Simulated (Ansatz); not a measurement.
## GaN under load (space group P6_3mc): band-edge transport data

Here is the system:

```
GaN
1.0
    3.20633     0.00000     0.00000
   -1.60316     2.77676     0.00000
    0.00000     0.00000     5.22391
Ga N
2 2
Direct
  0.33333   0.66667   0.99915
  0.66667   0.33333   0.49915
  0.33333   0.66667   0.37585
  0.66667   0.33333   0.87585
```

Computed with PBE with spin-orbit coupling, rigid bands (plane waves, PAW; Ansatz, a quantum-chemistry and plane-wave program). Condition of this run: hydrostatic pressure of -4 GPa (compression positive) (the target of the relaxation). How the cell was made: cell and atoms relaxed with PBEsol, then loaded as said.

```
Property                                                                                                                                                              Value
---------------------------------------------------------------------------------------------------------------------------------------  ----------------------------------
band gap                                                                                                                                                            1.78 eV
electron conductivity mass (300 K, dilute)                                                                                               0.178 (x), 0.178 (y), 0.160 (z) mₑ
hole conductivity mass (300 K, dilute)                                                                                                      1.50 (x), 1.50 (y), 1.80 (z) mₑ
effective density of states N_c (300 K)                                                                                                                         1.8e18 cm⁻³
effective density of states N_v (300 K)                                                                                                                         9.1e19 cm⁻³
density-of-states mass, electrons                                                                                                                                  0.171 mₑ
density-of-states mass, holes                                                                                                                                        2.4 mₑ
Seebeck coefficient, n-type 1e19 cm⁻³, 300 K                                                                                                                      -101 μV/K
best n-type power factor at 300 K for τ = 10 fs (best axis; densities from 1e16 to 1e21 cm⁻³ tried, whether or not they can be reached)        1.68 μW/(cm·K²) at 1e19 cm⁻³
Seebeck coefficient, p-type 1e19 cm⁻³, 300 K                                                                                                                       425 μV/K
```

Rigid bands; masses and Seebeck coefficients take one relaxation time τ for all states and one kind of carrier; polarons and phonon drag are left out. Geometry: cell and atoms relaxed with PBEsol.
